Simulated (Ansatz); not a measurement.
Take SnO2 in the rutile structure (space group P4_2/mnm, No. 136; a = 4.769 Å, c = 3.212 Å) as the base.

One thing is altered: full substitution Sn → Ti; the structure is relaxed again.

Levels (all Ansatz, a quantum-chemistry and plane-wave program, PAW): PBEsol (420 eV, scalar-relativistic without spin-orbit coupling); r2SCAN (500 eV, without spin-orbit coupling).

The geometry is relaxed with PBEsol.

| Property | Result |
|---|---|
| PBEsol band gap | 1.87 eV |
| PBEsol pressure | 0.00 GPa |
| PBEsol gap character | direct at Γ |

**Question.** How does going to r2SCAN change the band gap, pressure and gap character?

**Answer.** The band gap increases by 0.37 eV (1.87 eV → 2.24 eV); the pressure goes from zero to 2.00 GPa; the gap character stays direct at Γ.

Single points use the geometry relaxed with PBEsol. Their cutoffs differ, which shifts pressures a little. Whether these cells are dynamically stable was not tested. The final runs are not spin-polarised.
